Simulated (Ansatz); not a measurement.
## Ta, pressure series

Start from Ta in the bcc (W type) structure (space group Im-3m, No. 229; a = 3.320 Å).

Cell and atoms are relaxed at each pressure.

Method: DFT with PBE, PAW potentials and a 420 eV plane-wave cutoff in Ansatz (an electronic-structure program), spin-orbit coupling left out.

```
pressure (GPa)  volume per atom (Å³/atom)
--------------  -------------------------
-2                                 18.481
-1                                 18.384
0                                  18.290
0.3                                     ?
1.5                                18.155
3                                  18.021
5                                  17.852
7.5                                17.649
10                                 17.457
```

Question: Fit the third-order Birch–Murnaghan form P(V) = (3B₀/2)[(V₀/V)^(7/3) − (V₀/V)^(5/3)]·[1 + (3/4)(B₀′ − 4)((V₀/V)^(2/3) − 1)] (squares taken in P) to the rows shown and predict the withheld row.

Answer: Least squares on the printed values gives V₀ = 18.291 Å³/atom, B₀ = 197 GPa, B₀′ = 3.6; this predicts 18.263 Å³/atom, and the run gives 18.263 Å³/atom, in agreement.

Measured bulk modulus of Ta: 198 GPa (static lattice; corrected from measurement; as listed in H. Levämäki et al., Physical Review B (2014)); the computed value is 0 % below it.

Load acts through the strain it causes; cell and atoms are relaxed under it. Stability against distortions was not tested. Competing high-pressure phases were not computed. All final runs are without spin polarisation.
